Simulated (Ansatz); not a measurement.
Ti₃Al (P6_3/mmc, relaxed from the D019 type), quasi-harmonic lattice dynamics with PBEsol in Ansatz (a first-principles code). 

```
T (K)  α_a (10⁻⁶/K)  α_c (10⁻⁶/K)  C_P (J/mol/K)  bulk modulus B_T (GPa)     γ
-----  ------------  ------------  -------------  ----------------------  ----
50              1.0           0.7           11.7                     120  1.06
250             [?]           8.2           88.4                     118  1.25
300             8.1           8.9           92.9                     117  1.25
350             8.3           [?]           95.9                     117  1.26
550             9.1          10.3          102.9                     114  1.26
800            10.1          10.6          109.5                     110  1.27
850            10.3          10.7          110.8                     109  1.27
1000           11.0          10.9          114.8                     107  1.28
```

Problem. Complete the blanks.

Solution. 
- 250, α_a (10⁻⁶/K): 7.7
- 350, α_c (10⁻⁶/K): 9.3

The crystal is held in this phase throughout; melting and phase transitions are not modelled.

The PAW data sets were generated under PBE and serve the other functionals too.
